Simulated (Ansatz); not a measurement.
Start from CaO in the rock salt structure (space group Fm-3m, No. 225; a = 4.7670 Å). Axes: x, y, z lie along the cube axes.

The values are results of PBEsol/PAW in Ansatz (a quantum-chemistry and plane-wave program), no spin-orbit coupling, not measurements.

Strains are applied to the cell and any free atomic positions relax; under biaxial strain the out-of-plane vector relaxes too.

One change was made to it. Results:

| quantity | base | after |
|---|---|---|
| band gap | 3.54 eV | 3.45 eV |
| energy relative to the base (free energy F) | 0 meV/atom | +9.9 meV/atom |

### Question
Name the change that was made.
(A) biaxial strain +1.53 %, plane normal [110], relaxed out of plane
(B) isotropic strain −2.76 %
(C) strain tensor (xx, yy, zz, yz, xz, xy) = (−0.71, −1.73, −0.43, +0.90, +1.53, +0.75) %

### Answer
C, strain tensor (xx, yy, zz, yz, xz, xy) = (−0.71, −1.73, −0.43, +0.90, +1.53, +0.75) %. For comparison, the energy relative to the base in the other runs: isotropic strain −2.76 % gives +37 meV/atom; biaxial strain +1.53 %, plane normal [110], relaxed out of plane gives +4.8 meV/atom.

A biaxial case was relaxed in a doubled cell and then solved in the primitive one. Stability against distortions was not tested. The base started in Cmce and relaxed to Fm-3m at this level.
